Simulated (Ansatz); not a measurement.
**Ce, pressure series**

Take Ce in the fcc (Cu type) structure (space group Fm-3m, No. 225; a = 4.732 Å) as the base.

Cell and atoms are relaxed at each pressure.

Method: Ansatz (a program for electronic structure), PBE, PAW, cutoff 420 eV, no spin-orbit coupling, earlier PAW set.

Two rows of this table had their results exchanged by mistake.

```json
[
 {"pressure": "pressure −2 GPa", "volume per atom (Å³)": "28.08", "shortest distance (Å)": "3.412", "band gap": "zero"},
 {"pressure": "pressure −1 GPa", "volume per atom (Å³)": "27.22", "shortest distance (Å)": "3.376", "band gap": "zero"},
 {"pressure": "pressure 0.3 GPa", "volume per atom (Å³)": "26.28", "shortest distance (Å)": "3.337", "band gap": "zero"},
 {"pressure": "pressure 0.7 GPa", "volume per atom (Å³)": "23.90", "shortest distance (Å)": "3.233", "band gap": "zero"},
 {"pressure": "pressure 1.5 GPa", "volume per atom (Å³)": "25.55", "shortest distance (Å)": "3.306", "band gap": "zero"},
 {"pressure": "pressure 3 GPa", "volume per atom (Å³)": "24.77", "shortest distance (Å)": "3.272", "band gap": "zero"},
 {"pressure": "pressure 5 GPa", "volume per atom (Å³)": "26.03", "shortest distance (Å)": "3.326", "band gap": "zero"},
 {"pressure": "pressure 7.5 GPa", "volume per atom (Å³)": "22.99", "shortest distance (Å)": "3.192", "band gap": "zero"},
 {"pressure": "pressure 10 GPa", "volume per atom (Å³)": "22.22", "shortest distance (Å)": "3.155", "band gap": "zero"}
]
```

Question: Which two?

Answer: The rows for pressure 0.7 GPa and pressure 5 GPa: the volume has to fall steadily with pressure, so 26.03 Å³ belongs to pressure 0.7 GPa and 23.90 Å³ to pressure 5 GPa.

The 4f electrons are in the valence with no U and their state was not checked, so volumes and moments can be off. Load acts through the strain it causes; cell and atoms are relaxed under it. No phonon test of stability was made. Competing high-pressure phases were not computed. Starting moments died away, wholly or in part, for the base; another magnetic solution may exist. All final runs are without spin polarisation.
